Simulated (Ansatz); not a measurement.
# A self-consistent single point of CaAg2Ge2 (I4/mmm, 5 atoms in the cell) with Ansatz

Level of theory: LDA (PW92), default PAW files made with PBE (plane waves; Ansatz, a first-principles code).

The input file:

Ansatz 0.2 input:
```yaml
crystal:
  lattice:
    - [-2.149588, 2.149588, 5.429143]
    - [2.149588, -2.149588, 5.429143]
    - [2.149588, 2.149588, -5.429143]
  atoms:
    - { symbol: Ca, position: [0.000000, 0.000000, 0.000000] }
    - { symbol: Ag, position: [0.250000, 0.750000, 0.500000] }
    - { symbol: Ag, position: [0.750000, 0.250000, 0.500000] }
    - { symbol: Ge, position: [0.390310, 0.390310, 0.000000] }
    - { symbol: Ge, position: [0.609690, 0.609690, 0.000000] }
basis:
  ecutwfc: 420.0 eV
kpoints:
  mp_grid: { grid: [8, 8, 8] }
hamiltonian:
  xc: lda
  pseudopotentials: { kind: paw }
scf:
  occupations: { method: gaussian, width: 0.1 eV }
output:
  forces: true
  eigenvalues: true
  stress: true
```

The program printed (abridged):

```
WARN ansatz: RAYON_NUM_THREADS=1 ignored (pool sized by the plan → 1); use --threads N
basis.fft_grid_basis auto: the FFT boxes are laid along the combinations [[1, 0, 1], [0, 1, 1], [0, 0, 1]] of the cell's own vectors, 4.299, 4.299 and 6.222 Å …
Pseudopotentials: kind: paw
Pseudopotential: Ca, paw, valence charge 10
Pseudopotential: Ag, paw, valence charge 19
Pseudopotential: Ge, paw, valence charge 14
Crystal: 5 atoms, lattice volume = 100.346 Å³
Basis set: ecut = 420 eV, 1971 PW (Γ), FFT grids on a1+a3, a2+a3, a3
Bands: 46, of which v1, the nominal top of the filled ones, is band 38 counted from 1 (37 counted from 0)
Symmetry: 16 space group operations
Space group: I4/mmm (ITA 139), of the structure as read, at distance tolerance 4.6e-5 Å
k-points: 59 of 512
PAW frozen core: Ca, regenerated for the run's functional, and the local potential with it
PAW frozen core: Ag, regenerated for the run's functional, and the local potential with it
PAW frozen core: Ge, regenerated for the run's functional, and the local potential with it
Initial density: superposition of atomic densities (neutral atoms: chi_scale 0, normalization atom), corrected by the library's trained network
Initial wavefunctions: pseudopotential atomic-orbital guess
Eigensolver: davidson
Functional: x = slater, c = lda
SCF iter   1: F=—  HF=-25122.149235 eV  |F-HF|=—  |Δ(HF+E_count)|=         —  Δρ=7.57e-3  dr2=4.21e-2  ethr=1.77e-3  ⟨swp⟩=7.5  Hψ=10762  notcnv=0  defer=10
all-band conjugate gradients solve this SCF's bands
preconditioner: auto → Kerker (q_TF=auto, 2.605 Å⁻¹)
SCF iter   2: F=—  HF=-25122.138394 eV  |F-HF|=—  |Δ(HF+E_count)|=   1.08e-2  Δρ=2.87e-3  dr2=4.57e-3  ethr=5.54e-5  ⟨swp⟩=2.8  Hψ=5453  notcnv=0  defer=21
SCF iter   3: F=—  HF=-25122.137620 eV  |F-HF|=—  |Δ(HF+E_count)|=   7.74e-4  Δρ=1.26e-3  dr2=1.08e-3  ethr=6.01e-6  ⟨swp⟩=2.3  Hψ=3297  notcnv=0  defer=21
SCF iter   4: F=—  HF=-25122.137462 eV  |F-HF|=—  |Δ(HF+E_count)|=   1.58e-4  Δρ=1.97e-4  dr2=5.33e-5  ethr=1.42e-6  ⟨swp⟩=2.1  Hψ=3583  notcnv=0  defer=21
SCF iter   5: F=—  HF=-25122.137451 eV  |F-HF|=—  |Δ(HF+E_count)|=   1.12e-5  Δρ=8.44e-5  dr2=1.76e-5  ethr=7.02e-8  ⟨swp⟩=2.0  Hψ=4276  notcnv=0  defer=21
SCF iter   6: F=—  HF=-25122.137445 eV  |F-HF|=—  |Δ(HF+E_count)|=   6.14e-6  Δρ=2.72e-5  dr2=2.36e-6  ethr=2.32e-8  ⟨swp⟩=2.0  Hψ=4277  notcnv=0  defer=21
SCF iter   7: F=—  HF=-25122.137444 eV  |F-HF|=—  |Δ(HF+E_count)|=   6.43e-7  Δρ=8.97e-6  dr2=1.48e-7  ethr=3.10e-9  ⟨swp⟩=2.0  Hψ=3442  notcnv=0  defer=21
SCF iter   8: F=-25122.137444 eV  HF=-25122.137444 eV  |F-HF|=6.45e-9  |Δ(HF+E_count)|=   2.07e-8  Δρ=2.47e-6  dr2=1.32e-8  ethr=1.32e-10  ⟨swp⟩=8.5  Hψ=10644  notcnv=0
SCF 1 converged in 8 iterations: F = -25122.137444 eV  dr2 = 1.32e-8
SCF converged after 8 iterations
Free energy (F): -25122.137444 eV
Harris-Foulkes:  -25122.137444 eV  (|F-HF|=6.45e-9)
Internal energy: -25122.128954 eV  (E = F + TS)
E sigma→0 (E₀):  -25122.133199 eV
Entropy (-TS):   -0.008490 eV (-1.698 meV/atom)
Fermi energy:    11.860997 eV
--- Per-component energies (eV) ---
  E_band       = -989.006090
  E_kinetic    = 1556.503078
  E_local      = -11186.048914  (includes V_loc(G=0)·N_el)
  E_nonlocal   = 1080.500883
  E_hartree    = 4927.499681
  E_xc         = -654.797458
  E_vxc        = -771.854955  (∫ρ·V_xc dr)
  E_paw        = -12237.483446  (= ΣΔE_a)
  E_vpaw       = -1523.101930  (= ΣTr[D̂ρ^β])
  E_aug_tail   = 0.000990  (compensation charges beyond the density's cutoff)
  E_ewald      = -8613.853203
  E_core_change = 5.549433  (= ΣΔE_core)
  E_smearing   = -0.008490  (= −TS)
  E_closure    = -0.000000  (closes the sum)
  Σ components = -25122.137444   (vs F -25122.137444, Δ=0.00e0)
--- Forces (eV/Å), atoms counted from 1 ---
  atom   1  Ca     0.00000000     0.00000000     0.00000000
  atom   2  Ag    -0.00000000     0.00000000     0.00000000
  atom   3  Ag     0.00000000    -0.00000000     0.00000000
  atom   4  Ge    -0.00000000    -0.00000000    -0.35291436
  atom   5  Ge     0.00000000     0.00000000     0.35291436
  max |Σ_I F_I| component: 5.55e-17 eV/Å
--- Stress (GPa, compression-positive) ---
       -3.951256       0.000000       0.000000
        0.000000      -3.951256       0.000000
       -0.000000       0.000000      -4.095087
  P = ⅓ Tr σ = -3.9992 GPa (-39.992 kbar)
  The stress holds the Pulay correction. Without it, at fixed plane waves, as pw.x and ABINIT print it: P = -4.0207 GPa
--- Band table (eV; the first three rows and the last of 59) ---
  k-point 0: bands = ["-80.3937", "-80.3884", "-43.9461", "-43.9461", "-43.9461", "-43.9379", "-43.9027", "-43.9027", "-28.7957", "-12.6924", "-12.5845", "-12.5845", "-12.5066", "-12.5006", "-12.4933", "-12.4841", "-12.4693", "-12.4693", "-12.4045", [...]
  k-point 1: bands = ["-80.3933", "-80.3888", "-43.9468", "-43.9455", "-43.9392", "-43.9385", "-43.9097", "-43.9021", "-28.7953", "-12.6923", "-12.5846", "-12.5845", "-12.5062", "-12.5013", "-12.4927", "-12.4844", "-12.4696", "-12.4693", "-12.4040", [...]
  k-point 2: bands = ["-80.3924", "-80.3897", "-43.9483", "-43.9440", "-43.9400", "-43.9267", "-43.9226", "-43.9008", "-28.7942", "-12.6918", "-12.5852", "-12.5850", "-12.5052", "-12.5019", "-12.4914", "-12.4853", "-12.4703", "-12.4691", "-12.4030", [...]
  k-point 58: bands = ["-80.3937", "-80.3884", "-43.9461", "-43.9461", "-43.9461", "-43.9379", "-43.9027", "-43.9027", "-28.7957", "-12.6926", "-12.5850", "-12.5850", "-12.5084", "-12.4991", "-12.4914", "-12.4856", "-12.4688", "-12.4688", [...]
```

The run converged in 8 iterations.

The starting cell comes from a database of computed structures (which also holds hypothetical and non-ambient phases and stackings), without a prior relaxation at this level. Its lattice was rescaled by up to half a per cent. With a pressure of about -4 GPa the cell is away from its equilibrium volume at this level. Ansatz's pressure includes its estimate of the finite-basis (Pulay) stress.
